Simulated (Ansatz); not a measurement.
# Pressure series in GaSb

The parent structure is GaSb in the zinc blende structure (space group F-43m, No. 216).

```yaml
crystal:
  lattice:
    - [0.00000, 3.06618, 3.06618]
    - [3.06618, 0.00000, 3.06618]
    - [3.06618, 3.06618, 0.00000]
  atoms:
    - { symbol: Ga, position: [0.00000, 0.00000, 0.00000] }
    - { symbol: Sb, position: [0.25000, 0.25000, 0.25000] }
```

Cell and atoms are relaxed at each pressure.

The values are results of r2SCAN in Ansatz (plane waves to 500 eV, PAW, no spin-orbit coupling), not measurements.

Before the change:

* **Band gap**: 0.41 eV

Question: The aim is a band gap between 0.64 eV and 0.69 eV. Which of these changes reaches it?
A) pressure 4.5 GPa
B) pressure 22.5 GPa
C) pressure −1 GPa

Answer: B, pressure 22.5 GPa. It gives 0.66 eV; pressure 4.5 GPa gives 0.85 eV; pressure −1 GPa gives 0.26 eV. Changes not listed may reach it too

With Sb present, leaving out spin-orbit coupling can change the band edges. Load acts through the strain it causes; cell and atoms are relaxed under it. No phonon test of stability was made. Tetrahedral semiconductors of this kind turn to denser phases somewhere between about 1 and 50 GPa; those were not computed, so compressed cells here can lie past the real transition. The zero or small gap of GaSb under pressure −1 GPa can change with the level of theory.

Ansatz is a first-principles code.
